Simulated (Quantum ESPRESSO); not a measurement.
Quantum ESPRESSO 7.5, DFT, PBE, plane waves, PseudoDojo 0.5 standard norm-conserving PBE (local tails restored to the Coulomb form): W(110) slab of 9 layers, 1x1 (W9), unrelaxed, 9 atoms. Basis and mesh were picked for this test and aren't claimed converged.

| Item | Value |
|---|---|
| cell | 3.17, 2.74, 31.90 Å; 90, 90, 54.7° |
| task | scf |
| k mesh | 7×7×1 |
| ecutwfc | 74 Ry |
| ecutrho | 296 Ry |
| occupations | smearing |
| smearing | mv |
| degauss | 0.02 Ry |
| conv_thr | 9e-09 Ry |
| tprnfor | true |
| tstress | false |
| diagonalization | david (default) |
| mixing_mode | plain (default) |
| mixing_beta | 0.7 (default) |
| mixing_ndim | 8 (default) |
| k-points computed | 16 |
| bands | 76 |
| electrons | 126 |
| G-vectors of the density | 131129 |
| FFT grid | 36×30×360 |
| symmetry operations | 8 |

Hardware: Intel Xeon 6 (Granite Rapids), 96 cores on 1 socket, 2 hardware threads a core, 3 L3 cache groups, 3 NUMA nodes.

Times are wall-clock medians of two to five runs, from launch to exit, with nothing else on the machine. Unless noted, each process is bound to its own block of adjacent cores. The build: conda-forge: Open MPI 5.0, OpenMP, OpenBLAS 0.3.34 (pthreads), FFTW, ScaLAPACK, ELPA; another build can shift the numbers. Scratch files lie in a memory file system. This build's BLAS runs threads of its own beside OpenMP's, on the same cores; «BLAS threads» counts them.

The candidates, on 96 cores each, agree within 1.0 meV/atom in energy, 10 meV/Å in forces (largest component):
A. 24 ranks × 4 threads, 4 BLAS threads, -nk 8
B. 24 ranks × 4 threads, 1 BLAS thread, -nk 8
C. 48 ranks × 2 threads, 1 BLAS thread, -nk 16
D. 48 ranks × 2 threads, 2 BLAS threads, -nk 16
E. 96 ranks, -nk 16

Pick the fastest of these ways to run it.

E (96 ranks, -nk 16), 10 s. At the other end A takes 6.3× as long.

```json
[
 {"candidate": "E", "wall time": "10 s", "repeats": "2 runs within 1 %", "SCF iterations": "20"},
 {"candidate": "C", "wall time": "16 s", "repeats": "2 runs within 1 %", "SCF iterations": "21"},
 {"candidate": "B", "wall time": "24 s", "repeats": "2 runs within 1 %", "SCF iterations": "20"},
 {"candidate": "D", "wall time": "30 s", "repeats": "2 runs within 7 %", "SCF iterations": "21"},
 {"candidate": "A", "wall time": "65 s", "repeats": "2 runs within 5 %", "SCF iterations": "20"}
]
```

From the slowest to the fastest: The largest move is in the rest of the band solver (c_bands and wfcinit less FFTs, projectors and diagonalisation: overlaps, rotations, waiting): 25 s to 2.6 s. The BLAS threads cost time here: 24 ranks × 4 threads, 4 BLAS threads takes 65 s and 4300 core-seconds of CPU time, the same layout with one BLAS thread 24 s and 1400.
